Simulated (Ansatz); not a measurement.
Consider Si in the diamond structure (space group Fd-3m, No. 227; a = 5.4336 Å). Axes: x, y, z lie along the cube axes.

Computed with Ansatz (a program for electronic structure), PBEsol, PAW, cutoff 420 eV, no SOC, earlier PAW set.

Base values:

The valence-band top at Γ comes out as 0.00, 0.00, 0.00 eV and the band gap is 0.47 eV. The pressure is -0.01 GPa and the smallest direct gap is 2.52 eV.

The change: uniaxial strain ε_zz = +2.99 %, all other strain components held at zero, atoms relaxed at fixed cell.

### Question
What does the calculation give for the valence-band top at Γ, band gap, pressure and smallest direct gap after the change?

### Answer
The valence-band top at Γ (three highest levels, from the VBM) goes from 0.00, 0.00, 0.00 eV to 0.00, 0.00, -0.21 eV; the band gap decreases by 0.10 eV, from 0.47 eV to 0.37 eV; the pressure (mean of the normal stresses, compression positive) shrinks by 2.62 GPa (-0.01 GPa → -2.63 GPa); the smallest direct gap drops by 0.16 eV (2.52 eV → 2.36 eV).

Whether these cells are dynamically stable was not tested.
